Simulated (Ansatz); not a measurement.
**SnS2 with two functionals, biaxial strain +1.06 %, plane normal [001], relaxed out of plane**

Start from SnS2 in the CdI2 type structure (space group P-3m1, No. 164; a = 3.6695 Å, c = 5.8076 Å; layered, stacked along the Cartesian z axis). Axes: x lies along a and z along c of the hexagonal cell.

(Cell as relaxed with PBE-D3(BJ).)

Levels (all Ansatz, a program for electronic structure, PAW, earlier PAW set): PBE-D3(BJ) (420 eV, no spin-orbit coupling); PBEsol-D3(BJ) (420 eV, spin-orbit coupling left out).

Each level relaxes its own structure.

| base | PBE-D3(BJ) | PBEsol-D3(BJ) |
|---|---|---|
| volume per atom | 22.57 Å³ | 21.15 Å³ |
| lattice parameter a | 3.669 Å | 3.626 Å |
| band gap | 1.27 eV | 0.96 eV |

Now apply this change: biaxial strain +1.06 %, plane normal [001], relaxed out of plane (Cartesian); in-plane vectors clamped, the third vector and the atoms free.

| quantity | PBE-D3(BJ) | PBEsol-D3(BJ) |
|---|---|---|
| shortest interatomic distance | 2.594 Å | 2.570 Å |
| gap character | indirect, Γ → k = (0, 0.400, -1/3) in the run's primitive reciprocal basis | indirect, Γ → k = (0, 0.455, -1/3) in the run's primitive reciprocal basis |
| shift of the gap caused by the change | -0.13 eV | -0.10 eV |

PBE-D3(BJ)'s shortest interatomic distance lies 0.024 Å above PBEsol-D3(BJ)'s (0.9 %); they disagree on the gap character; PBE-D3(BJ)'s shift of the gap caused by the change lies 0.03 eV below PBEsol-D3(BJ)'s. Neither level is exact; PBEsol-D3(BJ) is the comparison here, not a measurement.

No phonon test of stability was made.
